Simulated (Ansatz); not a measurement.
# Sensitivity of a calculation on HfO2 (P1, 12 atoms in the cell) to its settings

```xyz
12
Lattice="5.0942 0.0000 0.0000 0.0000 5.1506 0.0000 -0.8762 0.0000 5.2030" Properties=species:S:1:pos:R:3 pbc="T T T"
Hf     0.7289     2.3714     3.6950
Hf     3.4758     2.7598     1.5497
Hf     3.0002     4.9361     4.1849
Hf     1.3397     0.1047     1.0379
O      1.4777     3.7374     5.0914
O      2.6922     1.3195     0.0764
O      2.2481     1.2273     2.6604
O      1.9073     3.9480     2.5211
O      0.0877     1.8175     1.7302
O      4.1539     3.4616     3.3217
O      4.5376     4.3465     0.9301
O     -0.3409     0.8741     4.4191
```

Base run A: HSE06, PAW files made with PBE run with Ansatz (a first-principles code), self-consistent single point.

Its settings: basis.ecutwfc = 420 eV; kpoints.mp_grid.grid = 2 2 2; hamiltonian.xc = hse06; hamiltonian.pseudopotentials = {kind: paw} (the program's default PAW files); scf.occupations.method = fixed.

The starting cell comes from a database of computed structures (which also holds hypothetical and non-ambient phases and stackings), without a prior relaxation at this level. Its atoms were displaced at random from the sites of space group no. 14. Spin-orbit coupling is off. In the base run, with a pressure of about 7 GPa the cell is away from its equilibrium volume at this level. In the base run, forces exceed 1 eV/Å. Ansatz's pressure includes its estimate of the finite-basis (Pulay) stress.

ΔF is the free energy per atom less that of run A. A dash stands where there is no value to compare (another energy zero or no entropy term, no result, no spin, no clean gap, or a mesh too coarse for one). Absolute energies have different zeros for different potentials, functionals, Hubbard and dispersion terms and are not compared across them.

Runs C sample the zone with one or two k-points, far too few for so small a cell.

```tsv
run	change	ΔF (meV/atom)	pressure (GPa)	largest force (eV/Å)	gap on the mesh (eV)	k-points
A	base	0.00	6.73	2.854	5.698	8
B	hamiltonian.xc: hse06 → pbe0 [PBE0]	–	6.84	2.863	6.465	8
C	kpoints.mp_grid.grid: 2 2 2 → 1 1 1	180.3	9.50	2.733	6.207	1
D	kpoints.mp_grid.shift: default → 0.5 0.5 0.5	-6.1	6.62	2.820	6.435	4
E	scf.convergence.dr2_threshold: default (1e-07 eV) → 1e-12 eV	0.00	6.73	2.854	5.698	8
F	scf.mixing.algorithm: default (the program chose MSR1) → anderson; scf.mixing.beta: default → 0.5	0.00	6.73	2.854	5.698	8
G	scf.mixing.algorithm: default (the program chose MSR1) → msr1; scf.mixing.ndim: default → 20	0.00	6.73	2.854	5.698	8
```

Run B against A: The pressure goes from 6.73 to 6.84 GPa, the largest force hardly changes (2.854 to 2.863 eV/Å) and the gap on the mesh goes from 5.698 to 6.465 eV.

Run D against A: The free energy goes down by 6.1 meV/atom, the pressure goes from 6.73 to 6.62 GPa, the largest force goes from 2.854 to 2.820 eV/Å and the gap on the mesh goes from 5.698 to 6.435 eV.

Run C against A: The free energy goes up by 180 meV/atom, the pressure goes from 6.73 to 9.50 GPa, the largest force goes from 2.854 to 2.733 eV/Å and the gap on the mesh goes from 5.698 to 6.207 eV.

Left out of this page: 1 run of the series held back from this collection.

Keys are those of Ansatz 0.2.
